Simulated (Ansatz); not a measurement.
# Magnetic orders in MnPd

Take MnPd (space group P4/mmm, No. 123; ferromagnetic) as the base.

```cif
data_MnPd
_chemical_formula_sum 'Mn1 Pd1'
_space_group_name_H-M_alt 'P4/mmm'
_space_group_IT_number 123
_space_group_name_Hall '-P 4 2'
_cell_length_a 2.92638
_cell_length_b 2.92638
_cell_length_c 3.36723
_cell_angle_alpha 90.000
_cell_angle_beta 90.000
_cell_angle_gamma 90.000
loop_
_atom_site_label
_atom_site_type_symbol
_atom_site_symmetry_multiplicity
_atom_site_Wyckoff_symbol
_atom_site_fract_x
_atom_site_fract_y
_atom_site_fract_z
_atom_site_occupancy
Mn1 Mn 1 a 0.00000 0.00000 0.00000 1
Pd1 Pd 1 d 0.50000 0.50000 0.50000 1
```

Each order is relaxed in cell and atoms; arrows give the starting signs on the magnetic atoms.

Computed with Ansatz (a first-principles code) PBEsol, no SOC.

Candidates:
(a) ↑↓ start, q = (0, 1/2, 1/2), 4 atoms
(b) non-magnetic
(c) ↑↓ start, q = (1/2, 1/2, 1/2), 4 atoms
(d) ↑↓ start, q = (0, 0, 1/2), 4 atoms
(e) ↑↓ start, q = (0, 1/2, 0), 4 atoms

Notes on the quantities. energy relative to the base: σ→0; to 0.01 eV only: unlike meshes or grids.

Order them by energy relative to the base, highest first.

(b) non-magnetic (+0.32 eV/atom), (d) ↑↓ start, q = (0, 0, 1/2), 4 atoms (-0.05 eV/atom), (e) ↑↓ start, q = (0, 1/2, 0), 4 atoms (-0.07 eV/atom), (c) ↑↓ start, q = (1/2, 1/2, 1/2), 4 atoms (-0.10 eV/atom), (a) ↑↓ start, q = (0, 1/2, 1/2), 4 atoms (-0.17 eV/atom)

Other magnetic orders, which the real material may have, were not ruled out. Whether these cells are dynamically stable was not tested. Spin-polarised in the final run: ↑↓ start, q = (0, 1/2, 1/2), 4 atoms, base, ↑↓ start, q = (1/2, 1/2, 1/2), 4 atoms, ↑↓ start, q = (0, 0, 1/2), 4 atoms and ↑↓ start, q = (0, 1/2, 0), 4 atoms; the other runs are not.
